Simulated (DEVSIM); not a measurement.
System: abrupt Si p-n junction, at 300 K.

```
layer (left to right)  material  thickness (μm)  Nd (cm⁻³)  Na (cm⁻³)   τn (s)   τp (s)
---------------------  --------  --------------  ---------  ---------  -------  -------
1                            Si            1.70          -     2.1e17  0.00065  0.00065
2                            Si            9.40       1e15          -  0.00065  0.00065
```

Left contact: ohmic. Right contact: ohmic. Voltage is applied to the left contact. Recombination: SRH at mid-gap, Auger. Mobility is constant in doping.

The device is made up for the run: typed textbook-type constants, with dimensions and the other settings drawn at random. Values at 300 K.

```tsv
parameter	Si
gap (eV)	1.124
affinity (eV)	4.05
permittivity	11.7
Nc (cm⁻³)	2.86e19
Nv (cm⁻³)	3.1e19
μn (cm²/Vs)	1417
μp (cm²/Vs)	470
Cn (cm⁶/s)	2.8e-31
Cp (cm⁶/s)	9.9e-32
```

Model (solved in DEVSIM): 1D drift-diffusion, Boltzmann statistics, complete ionisation; no tunnelling, impact ionisation, image-force lowering or self-heating.

Tabulate band edges, carrier densities and field at zero bias.

Energies count from the Fermi level of the right contact; mesh points crowd at the junctions.

```tsv
x (μm)	Ec (eV)	Ev (eV)	n (cm⁻³)	p (cm⁻³)	field (V/cm)
0.000	0.995	-0.129	550	2.1e17	≈ 0
0.02779	0.995	-0.129	550	2.1e17	≈ 0
0.08682	0.995	-0.129	550	2.1e17	≈ 0
0.2122	0.995	-0.129	550	2.1e17	≈ 0
0.6394	0.995	-0.129	550	2.1e17	≈ 0
1.181	0.995	-0.129	550	2.1e17	≈ 0
1.469	0.995	-0.129	550	2.1e17	≈ 0
1.633	0.995	-0.129	550	2.1e17	-25
1.682	0.990	-0.134	660	1.8e17	-5100
1.705	0.951	-0.173	3000	3.9e16	-23000
1.740	0.891	-0.233	30000	3.8e15	-15000
1.860	0.737	-0.387	1.2e7	9.9e12	-12000
2.074	0.521	-0.603	5.0e10	2.3e9	-8400
2.536	0.293	-0.831	3.5e14	330000	-1800
4.050	0.265	-0.859	1.0e15	120000	≈ 0
6.769	0.265	-0.859	1.0e15	120000	≈ 0
9.191	0.265	-0.859	1.0e15	120000	≈ 0
10.23	0.265	-0.859	1.0e15	120000	≈ 0
10.80	0.265	-0.859	1.0e15	120000	≈ 0
10.97	0.265	-0.859	1.0e15	120000	≈ 0
11.05	0.265	-0.859	1.0e15	120000	≈ 0
11.10	0.265	-0.859	1.0e15	120000	≈ 0
```
